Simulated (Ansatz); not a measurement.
**SnP₃ (R-3m): band-structure transport figures**

Consider the following.

```yaml
crystal:
  lattice:
    - [3.68654, 2.12843, 3.43932]
    - [-3.68654, 2.12843, 3.43932]
    - [0.00000, -4.25685, 3.43932]
  atoms:
    - { symbol: Sn, position: [0.74336, 0.74336, 0.74336] }
    - { symbol: Sn, position: [0.25664, 0.25664, 0.25664] }
    - { symbol: P, position: [0.20551, 0.20551, 0.74637] }
    - { symbol: P, position: [0.79449, 0.79449, 0.25363] }
    - { symbol: P, position: [0.74637, 0.20551, 0.20551] }
    - { symbol: P, position: [0.25363, 0.79449, 0.79449] }
    - { symbol: P, position: [0.20551, 0.74637, 0.20551] }
    - { symbol: P, position: [0.79449, 0.25363, 0.79449] }
```

The numbers are results of PBEsol, rigid bands (plane waves, PAW, scalar-relativistic; Ansatz, a first-principles code), not measurements. How the cell was made: cell and atoms relaxed with PBEsol.

| Property | Value |
|---|---|
| density of states at the Fermi level | 2.06 states/(eV·cell), both spins |
| bare Sommerfeld coefficient | 0.61 mJ/(mol of atoms·K²) |
| Drude plasma energy | 3.1 (x), 3.1 (y), 4.3 (z) eV |
| root-mean-square Fermi velocity | 6.1e5 m/s |
| resistivity times τ | 52 (x), 52 (y), 27 (z) ×10⁻²² Ω·m·s |

A metal at this level (no band gap); rigid bands, thermally averaged at 300 K, both spins. Spin-orbit coupling is left out. τ is one relaxation time for all states.

Formula and space group known from diffraction (Crystallography Open Database), not checked to be the room-temperature form: SnP3 (R-3m).
